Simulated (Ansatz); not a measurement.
Ansatz (an electronic-structure program) run on a sheet of ZrSe2 (3 atoms in the cell): self-consistent single point.

Method of the run: PBE (plane waves, PAW; Ansatz).

```
ZrSe2
1.0
    3.86636     0.00000     0.00000
   -1.93318     3.34837     0.00000
    0.00000     0.00000    17.09987
Zr Se
1 2
Cartesian
  0.00000   0.00000   8.54993
  0.00000   2.23225  10.09987
  1.93318   1.11612   7.00000
```

Reference input (self-consistent single point, DFT, PBE, plane waves, default PAW files): basis.ecutwfc = 30.9 Ry; kpoints.mp_grid.grid = 8 8 1; hamiltonian.xc = pbe; hamiltonian.pseudopotentials = {kind: paw} (the program's default PAW files); scf.occupations.method = fermi_dirac; scf.occupations.width = 0.0073 Ry. This run's input differs from it in these lines:

Ansatz 0.2 input:
```diff
@@ -12,3 +12,3 @@
 kpoints:
-  mp_grid: { grid: [8, 8, 1] }
+  mp_grid: { grid: [9, 9, 1] }
 hamiltonian:
```

The program printed (abridged):

```
SCF iter   1: F=—  HF=-15126.042873 eV  |F-HF|=—  |Δ(HF+E_count)|=         —  Δρ=8.86e-4  dr2=1.38e-3  ethr=1.77e-3  ⟨swp⟩=6.4  Hψ=1402  notcnv=0
all-band conjugate gradients solve this SCF's bands
preconditioner: auto → Resta (q_TF=auto, 2.084 Å⁻¹)
SCF iter   2: F=—  HF=-15126.042649 eV  |F-HF|=—  |Δ(HF+E_count)|=   2.24e-4  Δρ=4.36e-4  dr2=3.26e-4  ethr=3.13e-6  ⟨swp⟩=2.7  Hψ=700  notcnv=0
SCF iter   3: F=—  HF=-15126.043381 eV  |F-HF|=—  |Δ(HF+E_count)|=   7.32e-4  Δρ=1.48e-4  dr2=9.86e-5  ethr=7.41e-7  ⟨swp⟩=2.2  Hψ=407  notcnv=0
SCF iter   4: F=—  HF=-15126.043423 eV  |F-HF|=—  |Δ(HF+E_count)|=   4.23e-5  Δρ=4.70e-5  dr2=1.30e-5  ethr=2.24e-7  ⟨swp⟩=2.0  Hψ=412  notcnv=0
SCF iter   5: F=—  HF=-15126.043424 eV  |F-HF|=—  |Δ(HF+E_count)|=   1.03e-6  Δρ=1.95e-5  dr2=1.06e-6  ethr=2.97e-8  ⟨swp⟩=2.0  Hψ=397  notcnv=0
SCF iter   6: F=-15126.043423 eV  HF=-15126.043423 eV  |F-HF|=1.43e-8  |Δ(HF+E_count)|=   1.00e-6  Δρ=3.64e-6  dr2=5.95e-8  ethr=2.27e-10  ⟨swp⟩=5.2  Hψ=1589  notcnv=0
SCF 1 converged in 6 iterations: F = -15126.043423 eV  dr2 = 5.95e-8
Free energy (F): -15126.043423 eV
Internal energy: -15126.040639 eV  (E = F + TS)
E sigma→0 (E₀):  -15126.042031 eV
Entropy (-TS):   -0.002784 eV (-0.928 meV/atom)
Fermi energy:    -0.470717 eV
--- Forces (eV/Å), atoms counted from 1 ---
  atom   1  Zr     0.00000000     0.00000000     0.00000000
  atom   2  Se    -0.00000000    -0.00000000     0.01477641
  atom   3  Se     0.00000000     0.00000000    -0.01477641
--- Stress (GPa, compression-positive) ---
       -0.724566       0.000000      -0.000000
       -0.000000      -0.724566      -0.000000
       -0.000000       0.000000       0.033310
  P = ⅓ Tr σ = -0.4719 GPa (-4.719 kbar)
  The stress holds the Pulay correction. Without it, at fixed plane waves, as pw.x and ABINIT print it: P = -0.4773 GPa
```

The run converged in 6 iterations. Against the reference run the free energy stays essentially unchanged (within 1 meV/atom), the largest force hardly changes (0.014 to 0.015 eV/Å) and the gap on the mesh goes from 0.707 to 0.727 eV.

The starting cell was generated: these elements placed on a structure prototype, without a prior relaxation; it need not be a known phase or ordering of this composition. Its lattice was rescaled in the plane by a random factor within 2.5 % of one.
